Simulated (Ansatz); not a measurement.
Where the default PAW files enter, the runs use the earlier of Ansatz's two default sets.

# Evanescent states of MgF₂ (P4_2/mnm, rutile, 6 atoms a cell, 10.8 Å³ an atom) along the normal of (110)

Calculation: r2SCAN (plane waves, PAW; Ansatz, a first-principles code).

No gap correction and no spin-orbit coupling; mid-gap values are interpolated between computed energies.

Energies count from the valence-band top; κ is the least over a 10×6 mesh across the current.

| E (eV) | κ (1/Å) | where |
|---|---|---|
| 0.18 | 0.306 | Γ |
| 0.54 | 0.385 | Γ |
| 0.90 | 0.439 | Γ |
| 1.26 | 0.480 | Γ |
| 1.62 | 0.510 | Γ |
| 1.98 | 0.533 | Γ |
| 2.34 | 0.550 | Γ |
| 2.70 | 0.562 | Γ |
| 3.06 | 0.569 | Γ |
| 3.42 | 0.572 | Γ |
| 3.78 | 0.571 | Γ |
| 4.14 | 0.567 | Γ |
| 4.50 | 0.559 | Γ |
| 4.86 | 0.546 | Γ |
| 5.22 | 0.530 | Γ |
| 5.58 | 0.510 | Γ |
| 5.94 | 0.484 | Γ |
| 6.30 | 0.453 | Γ |
| 6.66 | 0.415 | Γ |
| 7.02 | 0.367 | Γ |
| 7.38 | 0.306 | Γ |
| 7.74 | 0.220 | Γ |

### Question
How thick must the barrier be to attenuate the transmission by 10^4 when the electrodes' Fermi level lies at 2.34 eV, and what attenuation does that film give at 4.50 eV?

### Answer
d = 4 ln 10 / (2 × 0.550) = 8.4 Å. At 4.50 eV it gives 4 × 0.559/0.550 = 4.1 decades.
